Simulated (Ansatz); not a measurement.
Data:

End structure of a constructed model of the (111) surface of germanium, (√3x√3)R30° Ag adatom at T4 (bottom of the slab: 3 H on 3 bottom sites):

```xyz
28
Lattice="6.1094 3.5273 0.0000 -6.1094 3.5273 0.0000 0.0000 0.0000 30.5000" Properties=species:S:1:pos:R:3 pbc="T T T"
Ge     0.0000     0.0000     9.6717
Ge    -2.0365     3.5273     9.6717
Ge     2.0365     3.5273     9.6717
Ge    -4.0729     2.3515    10.5031
Ge     0.0000     2.3515    10.5031
Ge     4.0729     2.3515    10.5031
Ge    -4.0889     2.3607    12.9811
Ge     0.0000     2.3331    12.9811
Ge     4.0889     2.3607    12.9811
Ge    -2.0675     1.1937    13.8236
Ge     2.0675     1.1937    13.8236
Ge     0.0000     4.6671    13.8236
Ge    -2.0811     1.2015    16.3227
Ge     2.0811     1.2015    16.3227
Ge     0.0000     4.6515    16.3227
Ge     0.0000     0.0000    16.9030
Ge    -2.0365     3.5273    17.2909
Ge     2.0365     3.5273    17.2909
Ge     0.0000     0.0000    19.3000
Ge    -2.0365     3.5273    19.8816
Ge     2.0365     3.5273    19.8816
Ge    -4.2346     2.4449    20.6051
Ge     0.0000     2.1648    20.6051
Ge     4.2346     2.4449    20.6051
H      0.0000     0.0000     8.1123
H     -2.0365     3.5273     8.1134
H      2.0365     3.5273     8.1134
Ag     0.0000     0.0000    22.2501
```

Set-up: 28 atoms, 14.3 Å thick at the start with caps and adatoms; mesh 5x5x1; 0.025 eV smearing; dipole correction on; 6 atoms held, the rest relaxed; held to the start's symmetry, so lower structures may exist; no spin (no spin-polarised run to compare, though such a face may carry moments), no spin-orbit, no U. The slab shows no gap on its mesh. In PBE it lies 0.02 eV a 1x1 cell over the lowest computed structure of the same composition ((√3x√3)R30° Ag adatom at H3).

Problem. Predict the work function of the top face from PBE run with Ansatz (a program for electronic structure).

Solution. 4.48 eV
